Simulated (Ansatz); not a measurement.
We consider Pb₂TeSe (R-3m, No. 166, 4 atoms in the cell; start mp-1217291), described by r²SCAN0 (Ansatz, an electronic-structure program, PAW).

Numerical settings: plane-wave cutoff 520 eV, 6×6×6 k mesh, Fermi–Dirac smearing 0.01 eV, scalar-relativistic PAW data made under PBE.

Cell (relaxed with PBEsol):

```yaml
crystal:
  lattice:
    - [2.21751, 1.28028, 7.23650]
    - [-2.21751, 1.28028, 7.23650]
    - [0.00000, -2.56056, 7.23650]
  atoms:
    - { symbol: Te, position: [0.50000, 0.50000, 0.50000] }
    - { symbol: Pb, position: [0.74446, 0.74446, 0.74446] }
    - { symbol: Pb, position: [0.25554, 0.25554, 0.25554] }
    - { symbol: Se, position: [0.00000, 0.00000, 0.00000] }
```

Q: What does this level give for the band gap and Γ–Γ gap?

A: 
- band gap = 1.63 eV (on the SCF k mesh)
- Γ–Γ gap = 1.70 eV

Note: cell and atoms aren't relaxed at this level (largest force component 0.03 eV/Å, pressure 1.5 GPa).

Spin–orbit coupling is not included; with these elements it can move the gap by several tenths of an eV or more.

Computed values are for the static lattice.

A start named mp-… is a Materials Project structure, which need not be a measured phase.
